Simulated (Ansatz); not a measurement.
A computed series for Zn: response to strain

Consider Zn in the hcp (Mg type) structure (space group P6_3/mmc, No. 194; a = 2.6129 Å, c = 4.7815 Å; relaxed with 0.1 eV smearing).

Strains are applied to the cell and any free atomic positions relax.

Computed with PBEsol in Ansatz (plane waves to 420 eV, PAW, scalar-relativistic without spin-orbit coupling).

Notes on the quantities. energy relative to the base: free energy F.

| isotropic strain (%) | energy relative to the base (meV/atom) |
|---|---|
| -3 | 37.7 |
| -2.5 | 25.6 |
| -1 | 3.8 |
| -0.5 | 0.9 |
| 0 | 0.0 |
| 1 | 3.5 |
| 2 | 13.6 |
| 2.5 | ? |
| 3 | 29.2 |

Problem. Fit ΔE = Aε² + Bε³ (ε in %) to the rows shown and predict the withheld row.

Solution. Least squares on the printed values gives A = 3.71 and B = -0.16 meV/atom (largest residual 0.1 meV/atom); this predicts 20.8 meV/atom, and the run gives 20.7 meV/atom, in agreement.

Whether these cells are dynamically stable was not tested.

Ansatz is a program for electronic structure.
